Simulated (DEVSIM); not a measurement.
Structure: Schottky contact on p-type Si, at 300 K.

Layer 1 from the left is Si, thickness (μm) 14.0, Na (cm⁻³) 4.5e17, τn (s) 0.00064, τp (s) 0.00064.

Left contact: Schottky, work function 4.684 eV, emission velocity 1e7 cm/s. Right contact: ohmic. Voltage is applied to the left contact. Recombination: SRH at mid-gap, radiative. Gap narrowing is on: ΔEg = 6.92 meV × (l + √(l² + 0.5)), l = ln(N/1.3e17 cm⁻³), shared equally by both band edges. Mobility is constant in doping.

The device is made up for the run: typed textbook-type constants, with dimensions and the other settings drawn at random. Values at 300 K.

Si: gap (eV) 1.124, affinity (eV) 4.05, permittivity 11.7, Nc (cm⁻³) 2.86e19, Nv (cm⁻³) 3.1e19, μn (cm²/Vs) 1417, μp (cm²/Vs) 470, B (cm³/s) 4.7e-15.

DEVSIM, 1D drift-diffusion, Boltzmann statistics, complete ionisation; no tunnelling, impact ionisation, image-force lowering or self-heating. Metal contacts follow the ideal Schottky-Mott rule: no Fermi-level pinning, no interface dipoles.

Q: What does the simulation give for the potential step across the device at zero bias, the dark forward voltage at 100 A/cm², the largest field in the device at zero bias?

A: potential step across the device at zero bias 0.371 V; dark forward voltage at 100 A/cm² 0.149 V; largest field in the device at zero bias 220000 V/cm.
